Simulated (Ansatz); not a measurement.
System: GeSi3 (model structure, P-4m2, No. 115, 4 atoms in the cell). Method: HSE06+SOC (Ansatz, a first-principles code, plane waves, PAW).

Numerical settings: plane-wave cutoff 460 eV, 6×6×6 k mesh, Fermi–Dirac smearing 0.01 eV, PAW data made under PBE.

Cell (relaxed with PBEsol):

```cif
data_GeSi3
_chemical_formula_sum 'Si3 Ge1'
_space_group_name_H-M_alt 'P-4m2'
_space_group_IT_number 115
_space_group_name_Hall 'P -4 -2'
_cell_length_a 3.87951
_cell_length_b 3.87951
_cell_length_c 5.48388
_cell_angle_alpha 90.000
_cell_angle_beta 90.000
_cell_angle_gamma 90.000
loop_
_atom_site_label
_atom_site_type_symbol
_atom_site_symmetry_multiplicity
_atom_site_Wyckoff_symbol
_atom_site_fract_x
_atom_site_fract_y
_atom_site_fract_z
_atom_site_occupancy
Si1 Si 2 g 0.00000 0.50000 0.24484 1
Si2 Si 1 a 0.00000 0.00000 0.00000 1
Ge1 Ge 1 c 0.50000 0.50000 0.50000 1
```

**Question.** What does this level give for the band gap and smallest direct gap on the k points sampled?

**Answer.** 
- band gap: 0.86 eV (on the SCF k mesh) (indirect)
- smallest direct gap on the k points sampled: 1.15 eV

Note: the relaxation could raise the start's symmetry but not lower it, so the cell can be a saddle point; cell and atoms aren't relaxed at this level (pressure 0.4 GPa).

Static lattice: no zero-point or thermal effects.

It cost roughly 8 core-minutes of CPU time.

A model structure was made by putting elements into a prototype or built by hand; it is no filed structure, need not be a known phase, and can be a saddle point held by its symmetry.
